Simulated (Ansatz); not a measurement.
**LaBr3 (P6₃/m, No. 176)**

Computed with HSE06 (PAW; Ansatz, a quantum-chemistry and plane-wave program).

Numerical settings: plane-wave cutoff 460 eV, 6×6×6 k mesh, Fermi–Dirac smearing 0.01 eV, scalar-relativistic PAW data made under PBE.

Cell (relaxed at this level):

```yaml
crystal:
  lattice:
    - [4.03537, -6.98947, 0.00000]
    - [4.03537, 6.98947, 0.00000]
    - [0.00000, 0.00000, 4.50548]
  atoms:
    - { symbol: La, position: [0.33333, 0.66667, 0.25000] }
    - { symbol: La, position: [0.66667, 0.33333, 0.75000] }
    - { symbol: Br, position: [0.38949, 0.30202, 0.25000] }
    - { symbol: Br, position: [0.08746, 0.38949, 0.75000] }
    - { symbol: Br, position: [0.69798, 0.08746, 0.25000] }
    - { symbol: Br, position: [0.61051, 0.69798, 0.75000] }
    - { symbol: Br, position: [0.91254, 0.61051, 0.25000] }
    - { symbol: Br, position: [0.30202, 0.91254, 0.75000] }
```

| Quantity | Value |
|---|---|
| band gap | 4.66 eV (on the SCF k mesh) |

Measured, for comparison: band gap 5.9 eV (temperature not stated, not corrected to a static lattice, literature value; as tabulated in Przystupa et al. (2023), doi:10.3390/ma16145085).

Spin–orbit coupling is not included.

Computed values are for the static lattice.
